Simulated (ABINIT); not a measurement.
A self-consistent single point of HgSe (F-43m, 2 atoms in the cell) with ABINIT.

Method of the run: PBE, PAW (JTH v2.0 PBE PAW) (plane waves; ABINIT).

The change in words: lattice scaled by 0.98. Reference geometry:
```yaml
crystal:
  lattice:
    - [0.00000, 2.99106, 2.99106]
    - [2.99106, 0.00000, 2.99106]
    - [2.99106, 2.99106, 0.00000]
  atoms:
    - { symbol: Hg, position: [0.00000, 0.00000, 0.00000] }
    - { symbol: Se, position: [0.25000, 0.25000, 0.25000] }
```

Reference input (self-consistent single point, DFT, PBE, plane waves, PAW (JTH v2.0 PBE PAW)): pseudos = [Hg.GGA_PBE-JTH.xml, Se.GGA_PBE-JTH.xml]; ecut = 571 eV; pawecutdg = 1143 eV; ixc = 11; occopt = 3; tsmear = 0.00073499 Ha; ngkpt = 8 8 8; nshiftk = 1; shiftk = 0 0 0; potentials = JTH v2.0 PBE PAW; nband = 14; kptopt = 1. This run's input differs from it in these lines:

```diff
@@ -3,7 +3,7 @@
 pseudos "Hg.GGA_PBE-JTH.xml, Se.GGA_PBE-JTH.xml"
-acell 4.2299919610 4.2299919610 4.2299919610 Angstrom
+acell 4.1453922915 4.1453922915 4.1453922915 Angstrom
 rprim
-        -0.0000000000    0.7071067812    0.7071067812
-         0.7071067812   -0.0000000000    0.7071067812
-         0.7071067812    0.7071067812   -0.0000000000
+         0.0000000000    0.7071067812    0.7071067812
+         0.7071067812    0.0000000000    0.7071067812
+         0.7071067812    0.7071067812    0.0000000000
 natom 2
@@ -14,3 +14,3 @@
          0.0000000000    0.0000000000    0.0000000000
-         2.8261383317    2.8261383317    2.8261383317
+         2.7696156785    2.7696156785    2.7696156785
 ecut 571 eV
```

Output, abridged:

```
--- !BeginCycle
solver: {iscf: 17, nstep: 80, nline: 4, wfoptalg: 10, }
tolerances: {tolvrs: 1.00E-12, }
...

     iter   Etot(hartree)      deltaE(h)  residm     nres2
 ETOT  1  -51.646529176864    -5.165E+01 2.742E-01 1.201E+01
 ETOT  2  -51.854233976802    -2.077E-01 9.816E-03 1.463E+01
 ETOT  3  -51.804466555189     4.977E-02 1.227E-02 5.332E+00
 ETOT  4  -51.797466955583     7.000E-03 8.150E-03 1.102E+00
 ETOT  5  -51.798786490465    -1.320E-03 1.909E-03 9.801E-01
   [... 22 lines left out ...]
 ETOT 28  -51.799331466756     5.215E-11 3.889E-09 1.198E-10
 ETOT 29  -51.799331466777    -2.067E-11 1.273E-09 3.407E-12
 ETOT 30  -51.799331466783    -5.876E-12 1.478E-09 2.450E-12
 ETOT 31  -51.799331466776     6.374E-12 4.499E-10 8.235E-13
 At SCF step   31       nres2   =  8.24E-13 < tolvrs=  1.00E-12 =>converged.

 Cartesian components of stress tensor (hartree/bohr^3)
  sigma(1 1)= -4.74964953E-04  sigma(3 2)=  0.00000000E+00
  sigma(2 2)= -4.74964953E-04  sigma(3 1)=  0.00000000E+00
  sigma(3 3)= -4.74964953E-04  sigma(2 1)=  0.00000000E+00

 ----iterations are completed or convergence reached----

 reduced coordinates (array xred) for    2 atoms
       0.000000000000      0.000000000000      0.000000000000
       0.250000000000      0.250000000000      0.250000000000
 cartesian forces (eV/Angstrom) at end:
    1     -0.00000000000000    -0.00000000000000    -0.00000000000000
    2     -0.00000000000000    -0.00000000000000    -0.00000000000000
 frms,max,avg= 0.0000000E+00 0.0000000E+00   0.000E+00  0.000E+00  0.000E+00 e/A
   [... lines left out ...]
 Fermi (or HOMO) energy (hartree) =   0.08974   Average Vxc (hartree)=  -0.34800
 Fermi (or HOMO) energy (eV) =   2.44208   Average Vxc (eV)=  -9.46969
   [... lines left out ...]
'-kT*entropy'       : -5.49430302895856E-06
total_energy        : -5.17993304512804E+01
total_energy_eV     : -1.40953146460078E+03
...

-Cartesian components of stress tensor (GPa)         [Pressure=  1.3974E+01 GPa]
- sigma(1 1)= -1.39739490E+01  sigma(3 2)=  0.00000000E+00
- sigma(2 2)= -1.39739490E+01  sigma(3 1)=  0.00000000E+00
- sigma(3 3)= -1.39739490E+01  sigma(2 1)=  0.00000000E+00

 Calculation completed.
```

The run converged in 31 iterations. 

The starting cell has typed, rounded lattice constants, without a prior relaxation at this level. Its lattice was rescaled by a random factor within 2.5 % of one. For this run, on top of that: lattice scaled by 0.98. With a pressure of about 14 GPa the cell is away from its equilibrium volume at this level. The run gives no clean gap (levels at the Fermi energy touch, overlap or are partly filled at this smearing), which alone does not show that the compound is a metal.

These are the values that this program gave, and no reference: the one-centre exchange-correlation terms come from a truncated expansion.

Cost on one core of a shared machine: roughly 80 s.
